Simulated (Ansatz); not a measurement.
The parent structure is BeTe in the zinc blende structure (space group F-43m, No. 216; a = 5.554 Å). Axes: x, y, z lie along the cube axes.

Computed with plane-wave PAW DFT at the LDA level (Ansatz, an electronic-structure program, 420 eV), no spin-orbit coupling.

Base values:

The valence-band top at Γ is 0.00, 0.00, 0.00 eV and the band gap comes out as 1.79 eV.

Perturbation: a pure shear with ε_xy = ε_yx = 0.0086; the atoms relax in the strained cell.

What does the calculation give for the valence-band top at Γ after the change?

The valence-band top at Γ (three highest levels, from the VBM) changes from 0.00, 0.00, 0.00 eV to 0.00, -0.08, -0.15 eV.

How does this affect the band gap?

The band gap decreases by 0.09 eV to 1.70 eV.

How does this affect the energy relative to the base?

The energy grows by 1.1 meV/atom.

With Te present, leaving out spin-orbit coupling can change the band edges. No phonon test of stability was made.
